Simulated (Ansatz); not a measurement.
System: interstitial Mg in rutile-type MgF2 (charge state +2). All values below come from PBE, PAW (plane waves to 420 eV; Ansatz, a program for electronic structure).

Cell of 72 host sites held at the relaxed PBE lattice; the Γ point alone; Fermi-Dirac width 0.01 eV, spin-restricted; finite-size errors left in. Energies are static. The charge state is imposed; whether it is stable for some Fermi level was not computed. Sites that were not tried may lie lower.

Barriers: single points on a 2×2×2 k-point mesh shifted by half a step at the bands' geometries.

The step: several atoms move together, Mg the farthest. Atoms about the jump, Cartesian Å from the middle of the jump, before and after:

```csv
atom,x0,y0,z0,x1,y1,z1
Mg1,0.69,-0.49,0.00,-0.69,0.49,0.00
F2,-0.59,0.29,1.34,-0.59,0.58,1.86
F3,-0.59,0.29,-1.34,-0.59,0.59,-1.86
F4,-0.36,-2.06,0.00,-0.58,-1.54,0.00
F5,1.74,1.08,0.00,1.41,0.87,0.00
F6,-0.24,2.76,0.00,-0.31,2.58,0.00
F7,-3.19,0.94,0.00,-2.72,0.60,0.01
Mg8,0.69,2.05,1.61,0.83,2.00,1.71
Mg9,0.69,2.06,-1.60,0.83,2.00,-1.71
Mg10,-2.03,-0.58,0.00,-2.60,-1.43,0.00
F11,1.98,-1.27,-1.34,2.11,-1.38,-1.51
F12,1.97,-1.27,1.34,2.11,-1.38,1.51
F13,-2.63,-1.42,1.62,-2.70,-1.53,1.86
F14,-2.63,-1.42,-1.62,-2.71,-1.52,-1.85
Mg15,-1.64,-0.52,3.12,-1.64,-0.47,3.17
Mg16,-1.64,-0.53,-3.12,-1.65,-0.47,-3.17
Mg17,3.42,-0.40,0.00,3.05,-0.47,0.00
```

Predict the transition state.


| atom | x | y | z |
|---|---|---|---|
| Mg1 | -0.35 | 0.21 | 0.00 |
| F2 | -0.62 | 0.58 | 1.80 |
| F3 | -0.62 | 0.58 | -1.79 |
| F4 | -0.58 | -1.69 | 0.00 |
| F5 | 1.49 | 0.89 | 0.00 |
| F6 | -0.25 | 2.63 | 0.00 |
| F7 | -2.85 | 0.70 | 0.00 |
| Mg8 | 0.77 | 2.07 | 1.71 |
| Mg9 | 0.77 | 2.07 | -1.70 |
| Mg10 | -2.72 | -1.26 | 0.00 |
| F11 | 2.06 | -1.36 | -1.48 |
| F12 | 2.06 | -1.36 | 1.49 |
| F13 | -2.69 | -1.51 | 1.84 |
| F14 | -2.69 | -1.51 | -1.84 |
| Mg15 | -1.64 | -0.47 | 3.17 |
| Mg16 | -1.64 | -0.47 | -3.16 |
| Mg17 | 3.08 | -0.47 | 0.00 |
It lies 1.10 eV above the start and 0.10 eV above the end. The saddle point's order was not checked, and it lies on a symmetry element of the cell, where a band can be held.
